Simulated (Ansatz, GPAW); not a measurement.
## BaNiSn₃ (I4mm, 5 atoms in the cell) computed with different codes at matched settings

Self-consistent single point, at a second geometry (lattice scaled by 0.98). First geometry:

```
BaNiSn3
1.0
   -2.42528     2.42528     5.51985
    2.42528    -2.42528     5.51985
    2.42528     2.42528    -5.51985
Ba Ni Sn
1 1 3
Direct
  0.00098   0.00098   0.00000
  0.65982   0.65982   0.00000
  0.25009   0.75009   0.50000
  0.75009   0.25009   0.50000
  0.42732   0.42732   0.00000
```

Shared settings, as Ansatz (an electronic-structure program) writes them: kpoints.mp_grid.grid = 5 5 5; scf.occupations.method = fermi_dirac; scf.occupations.width = 0.1 eV. Potentials and cutoffs stand in the table.

| code | model | ΔF from the first geometry (meV/atom) | pressure (GPa) | largest force (eV/Å) | cutoff |
|---|---|---|---|---|---|
| Ansatz | PBEsol, PAW files made with PBE | -9.7 | 0.89 | 0.117 | 420 eV |
| GPAW | PBEsol, GPAW PAW datasets PBEsol (made by gpaw-setup) | -8.9 | 1.01 | 0.092 | 800 eV |

Size of the force on each atom (eV/Å): Sizes of forces hide their directions.

| code | Ba1 | Ni2 | Sn3 | Sn4 | Sn5 |
|---|---|---|---|---|---|
| Ansatz | 0.008 | 0.014 | 0.061 | 0.061 | 0.117 |
| GPAW | 0.006 | 0.024 | 0.052 | 0.052 | 0.092 |

On Ansatz's run: spin polarisation is off.

The spread over the programs that give each value: ΔF from the first geometry within 0.8 meV/atom; pressure within 0.12 GPa; largest force within 0.025 eV/Å.

Ansatz's pressure is given at a fixed set of plane waves, as the other plane-wave codes print theirs.

The starting cell comes from a database of computed structures (which also holds hypothetical and non-ambient phases and stackings), without a prior relaxation at this level. Its lattice was rescaled by a random factor within 2.5 % of one. For this run, on top of that: lattice scaled by 0.98.

Keys are those of Ansatz 0.2.
